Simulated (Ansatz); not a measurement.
**What uniaxial strain ε_zz = −3.00 % does to BaTe**

Take BaTe in the rock salt structure (space group Fm-3m, No. 225; a = 6.9414 Å) as the base. Axes: x, y, z lie along the cube axes.

One thing is altered: the cell is compressed by 3.00 % along z with no lateral relaxation; the atoms relax in the strained cell.

The values are results of PBEsol (Ansatz, a first-principles code), no SOC, not measurements. k-mesh 8×8×8 (Γ-centred); smearing 0.05 eV (Fermi–Dirac).

| quantity | base | changed | shift |
|---|---|---|---|
| shortest interatomic distance | 3.471 Å | 3.367 Å | -0.104 Å |
| energy relative to the base (free energy F) | 0 meV/atom | +11 meV/atom | +11 meV/atom |
| pressure (mean of the normal stresses, compression positive) | 0.0 kbar | 11.4 kbar | +11.4 kbar |
| band gap | 1.46 eV | 1.32 eV | -0.14 eV |
| gap character | – | indirect, Γ → M | – |
| electron mass | 1.3 mₑ along k, 0.26 mₑ across (at X) | 1.3 mₑ along k, 0.26 mₑ across (at X) | – |
| valence-band top at Γ (three highest levels, from the VBM) | 0.00, 0.00, 0.00 eV | 0.00, -0.10, -0.10 eV | – |
| stress (xx, yy, zz, yz, xz, xy; compression positive) | – | (0.28, 0.28, 2.88, 0.00, 0.00, 0.00) GPa | – |

Final structure:

```yaml
crystal:
  lattice:
    - [0.00000, 3.47069, 3.36657]
    - [3.47069, 0.00000, 3.36657]
    - [3.47069, 3.47069, 0.00000]
  atoms:
    - { symbol: Ba, position: [0.00000, 0.00000, 0.00000] }
    - { symbol: Te, position: [0.50000, 0.50000, 0.50000] }
```

With Te present, leaving out spin-orbit coupling can change the band edges. Masses are band curvatures over ±0.01 Å⁻¹ around the edge. Along k means along the line from Γ to the band edge. Stability against distortions was not tested. Labels are those of the standard path for the cell's own space group.
